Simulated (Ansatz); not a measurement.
The starting structures come from a database of crystals and need not be the phases stable at ambient conditions.

Inside the gap of an insulator the Bloch states are evanescent, with a wavenumber k + iκ along the transport direction.

Given:

```
SrZrS3
1.0
    6.76185     0.00000     0.00000
    0.00000     9.80481     0.00000
    0.00000     0.00000     7.15876
Sr Zr S
4 4 12
Direct
  0.52499   0.25000   0.07998
  0.47501   0.75000   0.92002
  0.02499   0.75000   0.42002
  0.97501   0.25000   0.57998
  0.00000   0.00000   0.00000
  0.50000   0.00000   0.50000
  0.50000   0.50000   0.50000
  0.00000   0.50000   0.00000
  0.59807   0.75000   0.51980
  0.40193   0.25000   0.48020
  0.09807   0.25000   0.98020
  0.90193   0.75000   0.01980
  0.80773   0.05030   0.30308
  0.19227   0.94970   0.69692
  0.30773   0.94970   0.19692
  0.69227   0.05030   0.80308
  0.69227   0.44970   0.80308
  0.30773   0.55030   0.19692
  0.19227   0.55030   0.69692
  0.80773   0.44970   0.30308
```

Space group of this cell: Pnma. The cell is taken as given; by PBEsol its mean pressure is -2.5 GPa.

Transport runs along the normal of the first two printed cell vectors.

The gap is the functional's own, uncorrected, and κ follows it; spin-orbit coupling is left out. Mid-gap values are interpolated between the computed energies.

Problem. Estimate the band gap and the smallest decay constant κ at mid-gap that PBEsol in Ansatz (a quantum-chemistry and plane-wave program) returns for this system.

Solution. Gap 1.15 eV on a 6×4×4 mesh; κ = 0.132 1/Å, at the zone centre.
